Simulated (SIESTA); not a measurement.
**Worked example: self-consistent single point of LaGePd (C2/m, 6 atoms in the cell) in SIESTA**

Computed with GGA PBEsol, numerical atomic orbitals DZP, PseudoDojo PBEsol standard norm-conserving potentials (rewritten from UPF to PSML) run with SIESTA.

The input file:

```
# files in the folder: La.psml Ge.psml Pd.psml (PseudoDojo PBEsol standard)
SystemName  LaGePd
SystemLabel LaGePd

NumberOfAtoms                6
NumberOfSpecies              3
%block ChemicalSpeciesLabel
  1 57 La
  2 32 Ge
  3 46 Pd
%endblock ChemicalSpeciesLabel
LatticeConstant              5.746947 Ang
%block LatticeVectors
     0.917601119   -0.397502361    0.000000000
     0.917601119    0.397502361    0.000000000
    -0.917199515    0.000000000    0.970633799
%endblock LatticeVectors
AtomicCoordinatesFormat      Ang
%block AtomicCoordinatesAndAtomicSpecies
     1.198428736    0.000000000    3.938251568  1
     4.077284264   -0.000000000    1.639929432  1
     1.111678426    0.000000000    0.617727764  2
     4.164034574    0.000000000    4.960453236  2
     7.123166341   -0.000000000    1.551347918  3
    -1.847453341   -0.000000000    4.026833082  3
%endblock AtomicCoordinatesAndAtomicSpecies

XC.functional                GGA
XC.authors                   PBEsol
PAO.BasisSize                DZP
PAO.EnergyShift              0.01 Ry
MeshCutoff                   300 Ry
%block kgrid.MonkhorstPack
    5   0   0  0.0
    0   5   0  0.0
    0   0   3  0.0
%endblock kgrid.MonkhorstPack
OccupationFunction           MP
OccupationMPOrder            0
ElectronicTemperature        1578.21 K

MaxSCFIterations             150
SCF.Mixer.Method             Pulay
SCF.Mixer.Weight             0.2
SCF.Mixer.History            8
SCF.DM.Tolerance             1.0E-04
Diag.ParallelOverK           true
WriteForces                  true
```

Output (repeated stretches shortened):

```
reinit: Reading from file input.fdf

reinit: System Name: LaGePd
reinit: System Label: LaGePd

coor:   Atomic-coordinates input format  =     Cartesian coordinates
coor:                                          (in Angstroms)

siesta: Atomic coordinates (Bohr) and species
siesta:      2.26470   0.00000   7.44222  1        1
siesta:      7.70495  -0.00000   3.09902  1        2
siesta:      2.10077   0.00000   1.16734  2        3
siesta:      7.86888   0.00000   9.37390  2        4
siesta:     13.46083  -0.00000   2.93162  3        5
siesta:     -3.49118  -0.00000   7.60961  3        6

siesta: System type = bulk

initatomlists: Number of atoms, orbitals, and projectors:      6   112   136

siesta: ******************** Simulation parameters ****************************
redata: Spin configuration                          = none
redata: Time-Reversal Symmetry                      = T
redata: Number of Atomic Species                    =        3
redata: Mesh Cutoff                                 =   300.0000 Ry
redata: Net charge of the system                    =     0.0000 |e|
redata: Min. number of SCF Iter                     =        0
redata: Max. number of SCF Iter                     =      150
redata: SCF convergence failure will abort job
redata: SCF mix quantity                            = Hamiltonian
redata: Mix DM or H after convergence               =   F
redata: Recompute H after scf cycle                 =   F
redata: Mix DM in first SCF step                    =   T
redata: No kicks to SCF
redata: DM Mixing Weight for Kicks                  =     0.5000
redata: Require Harris convergence for SCF          =   F
redata: Harris energy tolerance for SCF             =     0.000100 eV
redata: Require DM convergence for SCF              =   T
redata: DM tolerance for SCF                        =     0.000100
redata: Require EDM convergence for SCF             =   F
redata: EDM tolerance for SCF                       =     0.001000 eV
redata: Require H convergence for SCF               =   T
redata: Hamiltonian tolerance for SCF               =     0.001000 eV
redata: Require (free) Energy convergence for SCF   =   F
redata: (free) Energy tolerance for SCF             =     0.000100 eV
redata: Using DFT-D3 dispersion                     =   F
redata: Using Saved Data (generic)                  =   F
redata: Method of Calculation                       = Diagonalization
redata: Electronic Temperature                      =  1578.2100 K
redata: Number of TDED substeps                     =        3
redata: Dynamics option                             = Single-point calculation
redata: Save all siesta data in one NC              =   F
redata: ***********************************************************************

%block SCF.Mixers
  Pulay
%endblock SCF.Mixers

%block SCF.Mixer.Pulay
  # Mixing method
  method pulay
  variant stable

  # Mixing options
  weight 0.2000
  weight.linear 0.2000
  history 8
%endblock SCF.Mixer.Pulay

DM_history_depth set to one: no extrapolation allowed by default for geometry relaxation
Size of DM history Fstack: 1
Total number of electrons:    86.000000
Total ionic charge:    86.000000

* ProcessorY, Blocksize:    1  64

* Orbital distribution balance (max,min):   112   112

 Kpoints in:           45 . Kpoints trimmed:           38

siesta: k-grid: Number of k-points = 38
siesta: k-points from Monkhorst-Pack grid
siesta: k-cutoff (effective) =    11.422 Ang
siesta: k-point supercell and displacements
siesta: k-grid:     5     0     0      0.000
siesta: k-grid:     0     5     0      0.000
siesta: k-grid:     0     0     3      0.000

diag: Algorithm                                     = D&C
diag: Parallel over k                               =   F
diag: Use parallel 2D distribution                  =   F
diag: Parallel block-size                           = 64
diag: Parallel distribution                         =     1 x     1
diag: Used triangular part                          = Lower
diag: Absolute tolerance                            =  0.100E-15
diag: Orthogonalization factor                      =  0.100E-05
diag: Memory factor                                 =  1.0000

superc: Internal auxiliary supercell:     5 x     5 x     5  =     125
superc: Number of atoms, orbitals, and projectors:    750  14000  17000

                        Single-point calculation

superc: Internal auxiliary supercell:     5 x     5 x     5  =     125
superc: Number of atoms, orbitals, and projectors:    750  14000  17000

outcell: Unit cell vectors (Ang):
        5.273405   -2.284425    0.000000
        5.273405    2.284425    0.000000
       -5.271097    0.000000    5.578181

outcell: Cell vector modules (Ang)   :    5.746947    5.746947    7.674670
outcell: Cell angles (23,13,12) (deg):    129.0667    129.0667     46.8443
outcell: Cell volume (Ang**3)        :    134.3973
new_DM -- step:     1
Initializing Density Matrix...

Attempting to read DM from file... Failed...
DM filled with atomic data:

InitMesh: MESH = 54 x 54 x 72 = 209952
InitMesh: Mesh cutoff (required, used) =   300.000   318.660 Ry

stepf: Methfessel-Paxton step function
       Using Hermite-Gauss polynomials of order  0

        iscf     Eharris(eV)        E_KS(eV)     FreeEng(eV)     dDmax    Ef(eV) dHmax(eV)
   scf:    1   -14084.202047   -14103.580218   -14103.606163  1.442341 -4.715267  2.506841
   scf:    2   -14104.302140   -14103.990853   -14104.018787  0.051807 -4.789202  1.852600
   scf:    3   -14104.355609   -14104.187895   -14104.217228  0.050419 -4.841310  1.071004
   scf:    4   -14104.309483   -14104.259842   -14104.289882  0.050651 -4.902177  0.327203
   scf:    5   -14104.266050   -14104.263788   -14104.293727  0.011382 -4.916286  0.120902
   scf:    6   -14104.264940   -14104.264461   -14104.294346  0.003792 -4.915584  0.028526
   scf:    7   -14104.264550   -14104.264521   -14104.294403  0.001819 -4.915734  0.008526
   scf:    8   -14104.264511   -14104.264519   -14104.294410  0.000236 -4.915437  0.002470
   scf:    9   -14104.264505   -14104.264512   -14104.294412  0.000172 -4.915274  0.001569
   scf:   10   -14104.264514   -14104.264513   -14104.294412  0.000042 -4.915243  0.000866

SCF Convergence by DM+H criterion
max |DM_out - DM_in|         :     0.0000416016
max |H_out - H_in|      (eV) :     0.0008655734
SCF cycle converged after 10 iterations

Using DM_out to compute the final energy and forces

siesta: E_KS(eV) =           -14104.2645

siesta: E_KS - E_eggbox =    -14104.2645

siesta: Atomic forces (eV/Ang):
     1    0.064621   -0.000000   -0.112034
     2   -0.064621    0.000000    0.112034
     3    0.186356    0.000000    0.072219
     4   -0.186356   -0.000000   -0.072219
     5    0.161790   -0.000000    0.207623
     6   -0.161790    0.000000   -0.207623
   Tot   -0.000000   -0.000000   -0.000000
   Max    0.207623
   Res    0.118301    sqrt( Sum f_i^2 / 3N )
   Max    0.207623    constrained

Stress tensor Voigt[x,y,z,yz,xz,xy] (kbar):       11.81       28.84       29.71       -0.00       -0.89        0.00
(Free)E + p*V (eV/cell)   -14106.2617
Target enthalpy (eV/cell)   -14104.2944

siesta: Program's energy decomposition (eV):
siesta: Ebs     =     -2289.576828
siesta: Eions   =     17535.746547
siesta: Ena     =      1851.067559
siesta: Ekin    =      6547.765439
siesta: Enl     =     -2283.227586
siesta: Eso     =         0.000000
siesta: Edftu   =         0.000000
siesta: DEna    =        57.761656
siesta: DUscf   =         1.110456
siesta: DUext   =         0.000000
siesta: Ex      =     -2562.747478
siesta: Ec      =      -180.248012
siesta: Exc     =     -2742.995490
siesta: Eharris =    -14104.264514
siesta: Etot    =    -14104.264513
siesta: FreeEng =    -14104.294412

siesta: Atomic forces (eV/Ang):
siesta:      1    0.064621   -0.000000   -0.112034
siesta:      2   -0.064621    0.000000    0.112034
siesta:      3    0.186356    0.000000    0.072219
siesta:      4   -0.186356   -0.000000   -0.072219
siesta:      5    0.161790   -0.000000    0.207623
siesta:      6   -0.161790    0.000000   -0.207623
siesta: ----------------------------------------
siesta:    Tot   -0.000000   -0.000000   -0.000000

siesta: Stress tensor (static) (eV/Ang**3):
siesta:     0.007369    0.000000   -0.000558
siesta:     0.000000    0.018004    0.000000
siesta:    -0.000558   -0.000000    0.018542

siesta: Cell volume =        134.397326 Ang**3

siesta: Pressure (static):
siesta:                Solid            Molecule  Units
siesta:          -0.00015943         -0.00014893  Ry/Bohr**3
siesta:          -0.01463820         -0.01367442  eV/Ang**3
siesta:         -23.45298338        -21.90883785  kBar
```

The run converged in 10 iterations.

The starting cell comes from a database of computed structures (which also holds hypothetical and non-ambient phases and stackings), without a prior relaxation at this level. Spin polarisation is off. Values carry the incompleteness of an atom-centred basis.

Cost on one core of a shared machine: roughly 50 s.
